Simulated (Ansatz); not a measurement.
CoSn under load (space group P6/mmm): band-structure transport figures

Here is the system:

```xyz
6
Lattice="5.2430 0.0000 0.0000 -2.6215 4.5406 0.0000 0.0000 0.0000 4.1904" Properties=species:S:1:pos:R:3 pbc="T T T"
Co    -1.3108     2.2703     0.0000
Co     2.6215     0.0000     0.0000
Co     1.3108     2.2703     0.0000
Sn     2.6215     1.5135     2.0952
Sn     0.0000     3.0271     2.0952
Sn     0.0000     0.0000     0.0000
```

These are PBEsol, rigid bands (plane waves, PAW, scalar-relativistic; Ansatz, a quantum-chemistry and plane-wave program) values and carry that method's errors. Condition of this run: hydrostatic pressure -2 GPa (the target of the relaxation). How the cell was made: cell and atoms relaxed with PBEsol, then loaded as said.

| Property | Result |
|---|---|
| density of states at the Fermi level | 2.58 states/(eV·cell), both spins |
| bare Sommerfeld coefficient | 1.01 mJ/(mol of atoms·K²) |
| Drude plasma energy | 1.81 (x), 1.81 (y), 6.9 (z) eV |
| root-mean-square Fermi velocity | 5.2e5 m/s |
| resistivity times τ | 150 (x), 150 (y), 10.3 (z) ×10⁻²² Ω·m·s |

A metal at this level (no band gap); rigid bands, thermally averaged at 300 K, both spins. Spin-orbit coupling is left out. τ is one relaxation time for all states.

Treated as nonmagnetic (a ferromagnetic start lost its moment, other orders weren't tried): CoSn under load (space group P6/mmm).
